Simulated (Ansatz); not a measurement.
We consider NbRu (model structure, started from the NbRh type, P2/m, No. 10, 6 atoms in the cell), described by r²SCAN (PAW; Ansatz, an electronic-structure program).

Settings: plane-wave cutoff 560 eV, 12×20×8 k mesh (along the axes of the cell as run), Fermi–Dirac smearing 0.05 eV, no spin polarisation, scalar-relativistic PAW data made under PBE.

Cell (relaxed at this level):

```cif
data_Nb3Ru3
_chemical_formula_sum 'Nb3 Ru3'
_space_group_name_H-M_alt 'P2/m'
_space_group_IT_number 10
_space_group_name_Hall '-P 2y'
_cell_length_a 4.57959
_cell_length_b 3.05893
_cell_length_c 6.92728
_cell_angle_alpha 90.000
_cell_angle_beta 102.850
_cell_angle_gamma 90.000
loop_
_atom_site_label
_atom_site_type_symbol
_atom_site_symmetry_multiplicity
_atom_site_Wyckoff_symbol
_atom_site_fract_x
_atom_site_fract_y
_atom_site_fract_z
_atom_site_occupancy
Nb1 Nb 2 m 0.31128 0.00000 0.67651 1
Nb2 Nb 1 a 0.00000 0.00000 0.00000 1
Ru1 Ru 1 e 0.50000 0.50000 0.00000 1
Ru2 Ru 2 n 0.20497 0.50000 0.34866 1
```

**Question.** Estimate the bulk modulus that the calculation returns.

**Answer.** 
* **bulk modulus**: 246 GPa

Note: the run has no spin polarisation, so it can have missed a magnetic state; the bulk modulus is −V dP/dV from two relaxed cells at ±2 % in volume; the relaxation could raise the start's symmetry but not lower it, so the cell can be a saddle point.

The computed numbers hold no vibrational or temperature effects.

It cost around 40 core-minutes (rough) of CPU time.

A model structure was made by putting elements into a prototype or built by hand; it is no filed structure, need not be a known phase, and can be a saddle point held by its symmetry.
